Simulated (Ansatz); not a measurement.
A computed series for hypothetical zinc blende PbTe: alloy series

Base system: PbTe in the zinc blende structure (space group F-43m, No. 216; a = 7.3355 Å; a hypothetical phase, not in the database extracts checked).

The other end (x = 1) is PbSe in the zinc blende structure (space group F-43m, No. 216; a hypothetical phase, not in the database extracts checked): 41.06 Å³/atom, gap 0.67 eV; this end may not be an ambient phase.

Se replaces a fraction x of Te; each row is one arrangement (x, atoms in the cell, starting space group or random), fully relaxed.

Levels (all Ansatz, a program for electronic structure, PAW): PBE (420 eV, scalar-relativistic without spin-orbit coupling); r2SCAN (500 eV, scalar-relativistic without spin-orbit coupling).

The base cell above is that of PBE; each level relaxes its own structures.

```json
[
 {"case": "x(Se) = 0.25, 8 atoms, I-42m", "volume per atom, PBE": "47.11 Å³", "volume per atom, r2SCAN": "(withheld)"},
 {"case": "x(Se) = 0.333, 6 atoms, Imm2", "volume per atom, PBE": "34.06 Å³", "volume per atom, r2SCAN": "(withheld)"},
 {"case": "x(Se) = 0.667, 6 atoms, I-4m2", "volume per atom, PBE": "43.59 Å³", "volume per atom, r2SCAN": "42.57 Å³"}
]
```

Question: Complete the table.

Answer: 
- x(Se) = 0.25, 8 atoms, I-42m, volume per atom, r2SCAN: 46.09 Å³
- x(Se) = 0.333, 6 atoms, Imm2, volume per atom, r2SCAN: 33.48 Å³

PBE lies above r2SCAN in every row, by 0.59 Å³ to 1.02 Å³. They put the cases in the same order.

These are small ordered cells, not random alloys; other orderings at the same x differ. With Pb and Te present, leaving out spin-orbit coupling can change the band edges. No phonon test of stability was made. Under x(Se) = 0.333, 6 atoms, Imm2 and x(Se) = 0.333, 6 atoms, Imm2 the cell changed shape so far that it is another structure.
